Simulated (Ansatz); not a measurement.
# HfS2: Hf → Ti

Base system: HfS$_{2}$ in the CdI2 type structure (space group P-3m1, No. 164; a = 3.606 Å, c = 5.768 Å; layered, stacked along the Cartesian z axis).

Now apply this change: Ti takes the place of Hf on all its sites; the structure is relaxed again.

Computed with Ansatz (a quantum-chemistry and plane-wave program) PBE-D3(BJ), no spin-orbit coupling. Γ-centred 16×16×9 mesh, Fermi–Dirac width 0.05 eV, for the changed cell.

The volume per atom shrinks by 3.642 Å³ to 18.00 Å³ and the density falls by 2.76 g/cm³ (6.20 g/cm³ → 3.44 g/cm³). The lattice parameter a shrinks by 0.245 Å (3.606 Å → 3.361 Å) and the c/a ratio goes up by 0.0437 to 1.643. The space group remains P-3m1 (No. 164) and the shortest interatomic distance decreases by 0.132 Å to 2.409 Å. The band gap goes from 0.85 eV to zero.

Final structure:

```yaml
crystal:
  lattice:
    - [3.36059, 0.00000, 0.00000]
    - [-1.68029, 2.91035, 0.00000]
    - [0.00000, 0.00000, 5.52242]
  atoms:
    - { symbol: Ti, position: [0.00000, 0.00000, 0.00000] }
    - { symbol: S, position: [0.33333, 0.66667, 0.25857] }
    - { symbol: S, position: [0.66667, 0.33333, 0.74143] }
```

Cost of the whole job for the changed cell (relaxation, final SCF and bands): about 90 core-seconds (a rough figure).

With Hf present, leaving out spin-orbit coupling can change the band edges. Stability against distortions was not tested. All final runs are without spin polarisation. A zero or small gap of TiS2 can be the functional's error rather than a property of the material.
